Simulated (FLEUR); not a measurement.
Worked example: self-consistent single point of Rb (Im-3m, 1 atom in the cell) in FLEUR.

Method: FLEUR with LDA (Perdew-Zunger), all-electron FLAPW (FLEUR), scalar-relativistic valence.

```
CELL_PARAMETERS angstrom
     -2.82500     2.82500     2.82500
      2.82500    -2.82500     2.82500
      2.82500     2.82500    -2.82500
ATOMIC_POSITIONS crystal
  Rb 0.00000 0.00000 0.00000
```

Reference input (self-consistent single point, DFT, PBE, all-electron FLAPW (FLEUR), scalar-relativistic valence): Kmax = 3.8 1/bohr; GmaxXC = 15.2 1/bohr; xcFunctional = pbe; jspins = 1; l_soc = F; mode = hist; fermiSmearingEnergy = 0.00183747 Htr; mesh (inpgen div1-3) = 11 11 11; inpgen gamma flag = false; Gmax = 15.2 1/bohr; numbands = 0; maxIterBroyd = 15. This run's input differs from it in these lines:

```diff
@@ -13,2 +13,3 @@
 &comp jspins=1 /
+&exco xctyp='pz' /
 &kpt div1=11 div2=11 div3=11 /
@@ -25,3 +26,3 @@
       <coreElectrons ctail="T" frcor="F" kcrel="0" coretail_lmax="0"/>
-      <xcFunctional name="pbe" relativisticCorrections="F"/>
+      <xcFunctional name="pz" relativisticCorrections="F"/>
       <magnetism jspins="1"/>
```

The program printed (abridged):

```
 Iteration:     1   Distance:       0.94975820 me/bohr^3
 Iteration:     2   Distance:       0.89102231 me/bohr^3
 Iteration:     3   Distance:       0.25842102 me/bohr^3
 Iteration:     4   Distance:       0.06261619 me/bohr^3
 Iteration:     5   Distance:       0.04793010 me/bohr^3
   [... 2 lines left out ...]
 Iteration:     8   Distance:       0.00392992 me/bohr^3
 Iteration:     9   Distance:       0.00014026 me/bohr^3
 Iteration:    10   Distance:       0.00008824 me/bohr^3
 Iteration:    11   Distance:       0.00000746 me/bohr^3
 Run finished successfully
 Stop message:
   Structural relaxation: Done

[file out, last iteration]
             iter=     12
[...]
          total density-effective poten   -4.8136527110E+03
          total charge density-energy d   -9.7228997435E+01
 Updated energy parameters for spin:           1
[...]
 fermi energy and band-weighting factors:

[...]
FERMIE:
          first approx. to ef    (T=0)  :   0.048406 htr   (energy of the highest occ. eigenvalue)
          number of occ. states  (T=0)  :        252
          first approx. to seigv (T=0)  :  -4.558456 htr
          sum of weights of occ. states :   4.507137
          sum of semicore charge        :   0.000000 e
FERHIS:  Fermi-Energy by histogram:
          bandgap                     :   0.002157 htr
   [... lines left out ...]
          charge neutrality (T=0)     :   0.014275    (zero if the highest occ. eigenvalue is "entirely" occupied)
     EF_NEWTON:  Adjust Fermi-Energy by Newton-Method.
 Direct bandgap for spin            1 :    5.1912935764101061E-002  Htr
   [... lines left out ...]
 ---->    (input%tkb*entropy) TS=              0.0002393121 htr
 ---->    free energy=                     -2977.9347749178 htr
      extrapolation for T->0
 ---->    total electron energy=           -2977.9346552617 htr
 ***** TOTAL FORCES ON ATOMS *****
 TOTAL FORCE FOR ATOM TYPE=  1  X=  0.000   Y=  0.000   Z=  0.000
                       FX_TOT= 0.000000 FY_TOT= 0.000000 FZ_TOT= 0.000000
 Structural relaxation: Done
```

The run converged in 11 iterations. FLEUR gives forces in its relaxation mode, with a further iteration, so its stop message speaks of a relaxation. 

The starting cell has typed, rounded lattice constants, without a prior relaxation at this level. Values depend on the basis (sphere radii, cutoffs, local orbitals), which need not be converged. The log's line on a gap gives a spacing of levels on this mesh, which the program prints for metals too.

Cost on one core of a shared machine: roughly 70 s.
